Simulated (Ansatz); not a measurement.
Density of states of ZnSe (F-43m) below the valence band maximum, r2SCAN with spin-orbit coupling, rigid bands run with Ansatz (a quantum-chemistry and plane-wave program); cell volume 44.7 Å³.

(energy from edge (eV), 10⁻³ states/eV/cell): (0.006, 21.1); (0.031, 53.7); (0.056, 76.9); (0.081, 99.0); (0.106, 121); (0.131, 144); (0.156, 169); (0.181, 194); (0.206, 220); (0.231, 248); (0.256, 276); (0.281, 306); (0.319, 350); (0.344, 380); (0.369, 408); (0.394, 444); (0.419, 473); (0.444, 502); (0.469, 531); (0.494, 558); (0.519, 586); (0.544, 615); (0.569, 642); (0.594, 672)

### Question
What effective density of states at 300 K does this give (∫ g(E) exp(−E/k_BT) dE, both spins, divided by the cell's size)?

### Answer
2.6e19 cm⁻³, a density-of-states mass of 1.01 mₑ, valleys and band degeneracy included.

Geometry: cell and atoms relaxed with PBEsol.
